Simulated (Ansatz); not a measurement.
# Ca: biaxial strain −1.67 %, plane normal [111], relaxed out of plane

Start from Ca in the fcc (Cu type) structure (space group Fm-3m, No. 225; a = 5.456 Å; relaxed with 0.1 eV smearing). Axes: x, y, z lie along the cube axes.

Now apply this change: compressive biaxial strain of 1.67 % in the plane normal to [111], as in epitaxy on a mismatched substrate; the out-of-plane cell vector and the atoms relax.

Method: plane-wave PAW DFT at the PBEsol level (Ansatz, a program for electronic structure, 420 eV), no SOC. Γ-centred 21×21×21 mesh, Fermi–Dirac width 0.1 eV.

* **Space group**: R-3m (No. 166) (base Fm-3m (No. 225))
* **Shortest interatomic distance**: 7.168 bohr (base 7.290 bohr)
* **Energy relative to the base (free energy F)**: +3.3 meV/atom
* **Pressure (mean of the normal stresses, compression positive)**: 0.5 GPa (base 0.0 GPa)
* **Band gap**: zero (base zero)
* **Out-of-plane strain**: +0.59 %
* **Ratio −ε⊥/ε∥**: 0.36
* **Mean in-plane stress (compression positive)**: +0.8 GPa

Cost of the whole job for the changed cell (relaxation, final SCF and bands): around 40 core-seconds (rough).

No phonon test of stability was made.
